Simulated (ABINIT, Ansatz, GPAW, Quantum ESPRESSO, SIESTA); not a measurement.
**CdHClO (P6_3mc, 8 atoms in the cell) computed with different codes at matched settings**

Self-consistent single point.

```yaml
crystal:
  lattice:
    - [3.70730, 0.00000, 0.00000]
    - [-1.85365, 3.21062, 0.00000]
    - [0.00000, 0.00000, 10.34244]
  atoms:
    - { symbol: Cd, position: [0.66667, 0.33333, 0.49219] }
    - { symbol: Cd, position: [0.33333, 0.66667, 0.99219] }
    - { symbol: H, position: [0.00000, 0.00000, 0.31842] }
    - { symbol: H, position: [0.00000, 0.00000, 0.81842] }
    - { symbol: Cl, position: [0.66667, 0.33333, 0.15574] }
    - { symbol: Cl, position: [0.33333, 0.66667, 0.65574] }
    - { symbol: O, position: [0.00000, 0.00000, 0.41324] }
    - { symbol: O, position: [0.00000, 0.00000, 0.91324] }
```

Shared settings, as Ansatz (a first-principles code) writes them: kpoints.mp_grid.grid = 1 1 1; scf.occupations.method = fixed. Potentials and cutoffs stand in the table.

```csv
code,model,pressure (GPa),largest force (eV/Å),cutoff
GPAW,"PBEsol, GPAW PAW datasets PBEsol (made by gpaw-setup)",–,2.377,950 eV
SIESTA,"GGA PBEsol, numerical atomic orbitals DZP, PseudoDojo PBEsol standard norm-conserving potentials (rewritten from UPF to PSML)",14.29,1.815,grid 350 Ry
Quantum ESPRESSO,"PBEsol, GBRV 1.5 ultrasoft (PBESOL) pseudopotentials",14.71,2.140,40 Ry
ABINIT,"PBEsol, PAW (JTH v2.0 PBE PAW, files made for PBE)",13.92,2.445,30 Ha
Ansatz,"PBEsol, PAW files made with PBE",13.87,2.445,default
```

Size of the force on each atom (eV/Å): Sizes of forces hide their directions.

```csv
code,Cd1,Cd2,H3,H4,Cl5,Cl6,O7,O8
GPAW,1.457,1.457,0.811,0.811,0.112,0.112,2.377,2.377
SIESTA,1.325,1.325,0.283,0.283,0.212,0.212,1.815,1.815
Quantum ESPRESSO,1.498,1.498,0.468,0.468,0.175,0.175,2.140,2.140
ABINIT,1.460,1.460,0.847,0.847,0.138,0.138,2.445,2.445
Ansatz,1.419,1.419,0.900,0.900,0.126,0.126,2.445,2.445
```

A dash marks a value that a program does not give, or that is left out as unsure.

The spread over the programs that give each value: pressure within 0.84 GPa; largest force within 0.630 eV/Å.

SIESTA uses small atom-centred bases, whose incompleteness enters pressures, forces and empty levels differently from a plane-wave cutoff. Ansatz's pressure is given at a fixed set of plane waves, as the other plane-wave codes print theirs; with its correction for the finite basis it is 14.05 GPa. The pressure of GPAW is left out: its cutoff lies under the one at which its stress was checked. In the force vectors, SIESTA (by 0.596) and Quantum ESPRESSO (by 0.361) lie more than 0.08 eV/Å from the median of the plane-wave programs.

On the base mesh (7 7 3) the same programs gave: Ansatz pressure -2.48 GPa, gap on the mesh 2.360 eV; Quantum ESPRESSO pressure -1.72 GPa, gap on the mesh 2.340 eV; ABINIT pressure -2.41 GPa; SIESTA pressure -2.37 GPa.

The values differ from the base mesh's, so the mesh still matters here: the table compares the programs at equal settings.

The starting cell comes from a database of computed structures (which also holds hypothetical and non-ambient phases and stackings), without a prior relaxation at this level. Its lattice was rescaled by a random factor within 2.5 % of one.

Left out of this page: CP2K (on another mesh).

Keys are those of Ansatz 0.2.
